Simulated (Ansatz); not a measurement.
Base system: Ba in the bcc (W type) structure (space group Im-3m, No. 229; a = 4.8805 Å).

Level of theory: PBEsol (Ansatz, a first-principles code), without spin-orbit coupling.

Base values:

```
Item               Result
---------------  --------
Volume per atom  58.13 Å³
```

Modification: a hydrostatic pressure of 7.5 GPa.

Question: What happens to the volume per atom?

Answer: The volume per atom drops by 21.713 Å³, from 58.13 Å³ to 36.41 Å³.

Load acts through the strain it causes; cell and atoms are relaxed under it. Stability against distortions was not tested. The base started in Cmcm and relaxed to Im-3m at this level. Measured, Ba leaves this structure (for hcp) near 5.5 GPa (temperature not stated; as listed in Olga Degtyareva, NATO science for peace and security series. B, Physics and biophysics (2010)).
